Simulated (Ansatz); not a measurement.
## TiBe₁₂ (space group P6/mmm, No. 191; a cell from a computed database, its experimental status unchecked)

```xyz
13
Lattice="4.2122 0.0000 0.0000 -2.1061 3.6479 0.0000 0.0000 0.0000 7.2936" Properties=species:S:1:pos:R:3 pbc="T T T"
Ti     0.0000     0.0000     0.0000
Be     2.1061     1.2160     0.0000
Be     0.0000     2.4319     0.0000
Be     2.1061     1.2160     3.6468
Be     0.0000     2.4319     3.6468
Be     0.0000     0.0000     2.5270
Be     0.0000     0.0000     4.7666
Be    -1.0530     1.8239     1.7512
Be    -1.0530     1.8239     5.5424
Be     2.1061     0.0000     1.7512
Be     2.1061     0.0000     5.5424
Be     1.0530     1.8239     1.7512
Be     1.0530     1.8239     5.5424
```

Level of theory: PBEsol (Ansatz, a quantum-chemistry and plane-wave program), no spin-orbit coupling. Settings: 10×10×5 k-points, 0.05 eV Fermi–Dirac smearing.

- Volume per atom: 8.62 Å³
- Density: 2.31 g/cm³
- Band gap: zero
- Total energy: -273.761 eV/atom (σ→0; compares only within this code and set-up)

No phonon test of stability was made. All final runs are without spin polarisation. TiBe12 has a high density of states at the Fermi level and may be magnetic at this level.
